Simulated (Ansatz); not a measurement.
## What biaxial strain +1.22 %, plane normal [001], relaxed out of plane does to HfS2

Base system: HfS$_{2}$ in the CdI2 type structure (space group P-3m1, No. 164; a = 3.606 Å, c = 5.768 Å; layered, stacked along the Cartesian z axis). Axes: x lies along a and z along c of the hexagonal cell.

It is then changed as follows: biaxial strain +1.22 %, plane normal [001], relaxed out of plane (Cartesian); in-plane vectors clamped, the third vector and the atoms free.

Computed with DFT with PBE-D3(BJ), PAW potentials and a 420 eV plane-wave cutoff in Ansatz (a program for electronic structure), no SOC. Settings: 11×11×6 k-points, 0.05 eV Fermi–Dirac smearing.

The space group remains P-3m1 (No. 164) and the shortest interatomic distance goes up by 0.0096 Å, from 2.541 Å to 2.550 Å. The band gap goes up by 0.07 eV, from 0.85 eV to 0.92 eV and the gap character is still indirect, Γ → L. The smallest direct gap falls by 0.04 eV (1.81 eV → 1.77 eV) and the width of the top valence band is nearly the same (2.10 eV against 2.09 eV). The valence-band top at Γ (three highest levels, from the VBM) comes out as 0.00, -0.28, -0.28 eV and the out-of-plane strain comes out as -0.47 %. The ratio −ε⊥/ε∥ amounts to 0.39.

Cost of the whole job for the changed cell (relaxation, final SCF and bands): about 60 core-seconds (a rough figure).

With Hf present, leaving out spin-orbit coupling can change the band edges. Whether these cells are dynamically stable was not tested.
